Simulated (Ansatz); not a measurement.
The anion vacancy across 5 hosts. All values below come from PBE, PAW (plane waves to 420 eV; Ansatz, an electronic-structure program). Charged cells are image-corrected; levels hold to tenths of an eV, spin–orbit coupling is left out, only levels at least 0.1 eV inside the gap count, hosts with a level within 0.25 eV of an edge are left out, and each defect is the lowest state found from one start.

```json
[
 {"host": "monoclinic HfO2", "site at the start": "the O(2) site", "sites, k-points": "96, 2×2×2 shifted", "gap (eV)": "4.04", "localised charge states": "+2, +1, 0", "levels above the VBM (eV)": "(+2/+1) 2.31; (+1/0) 2.56"},
 {"host": "corundum", "site at the start": "the O site", "sites, k-points": "120, 2×2×2 Γ-centred", "gap (eV)": "5.85", "localised charge states": "+2, +1, 0", "levels above the VBM (eV)": "(+2/+1) 2.42; (+1/0) 2.86"},
 {"host": "rock-salt CaO", "site at the start": "the O site", "sites, k-points": "64, 2×2×2 shifted", "gap (eV)": "3.66", "localised charge states": "+2, +1, 0", "levels above the VBM (eV)": "(+2/+1) 1.38; (+1/0) 2.82"},
 {"host": "3C silicon carbide", "site at the start": "the C site", "sites, k-points": "64, 2×2×2 shifted", "gap (eV)": "1.37", "localised charge states": "+2", "levels above the VBM (eV)": "none; +2 throughout"},
 {"host": "rock-salt MgO", "site at the start": "the O site", "sites, k-points": "64, 2×2×2 shifted", "gap (eV)": "4.46", "localised charge states": "+2, +1, 0", "levels above the VBM (eV)": "(+2/+1) 1.57; (+1/0) 2.61"}
]
```

The lowest level as a share of the gap: rock-salt MgO: 1.57 / 4.46 = 0.35; rock-salt CaO: 1.38 / 3.66 = 0.38; corundum: 2.42 / 5.85 = 0.41; monoclinic HfO2: 2.31 / 4.04 = 0.57. No level in 3C silicon carbide.
